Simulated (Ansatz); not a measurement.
Consider Y in the hcp (Mg type) structure (space group P6_3/mmc, No. 194; a = 3.656 Å, c = 5.679 Å).

(Cell as relaxed with PBE.)

Levels (all Ansatz, an electronic-structure program, PAW, earlier PAW set): PBE (420 eV, no SOC); r2SCAN (500 eV, without spin-orbit coupling).

Each level relaxes its own structure.

```
base                        PBE      r2SCAN
-------------------  ----------  ----------
volume per atom        32.86 Å³    33.46 Å³
lattice parameter a  6.908 bohr  6.959 bohr
band gap                   zero        zero
```

Modification: Sc takes the place of Y on all its sites, then cell and atoms are relaxed.

| quantity | PBE | r2SCAN |
|---|---|---|
| c/a ratio | 1.556 | 1.559 |
| shortest interatomic distance | 6.078 bohr | 6.107 bohr |

PBE's c/a ratio lies 0.003 below r2SCAN's; PBE's shortest interatomic distance lies 0.029 bohr below r2SCAN's (0.5 %). Neither level is exact; r2SCAN is the comparison here, not a measurement.

Stability against distortions was not tested. The final runs are not spin-polarised.
